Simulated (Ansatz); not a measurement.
Start from ZnSiP2 in the chalcopyrite structure (space group I-42d, No. 122; a = 5.4185 Å, c = 10.5397 Å). Axes: x, y, z lie along a, b, c of the conventional cell.

Method: PBE in Ansatz (plane waves to 420 eV, PAW, no spin-orbit coupling).

Strains are applied to the cell and any free atomic positions relax; under biaxial strain the out-of-plane vector relaxes too.

One change was made to it. Results:

```json
[
 {"quantity": "energy relative to the base (free energy F)", "base": "0 meV/atom", "after": "+8.7 meV/atom"},
 {"quantity": "valence-band top at Γ (three highest levels, from the VBM)", "base": "0.00, -0.13, -0.13 eV", "after": "0.00, 0.00, -0.08 eV"}
]
```

Q: What was done to the base?
A) biaxial strain −2.25 %, plane normal [001], relaxed out of plane
B) biaxial strain −0.75 %, plane normal [001], relaxed out of plane
C) biaxial strain −1.50 %, plane normal [001], relaxed out of plane

A: A, biaxial strain −2.25 %, plane normal [001], relaxed out of plane. For comparison, the energy relative to the base in the other runs: biaxial strain −0.75 %, plane normal [001], relaxed out of plane gives +0.9 meV/atom; biaxial strain −1.50 %, plane normal [001], relaxed out of plane gives +3.8 meV/atom.

The levels and masses belong to the bands next to the band gap. Stability against distortions was not tested.

Ansatz is a program for electronic structure.
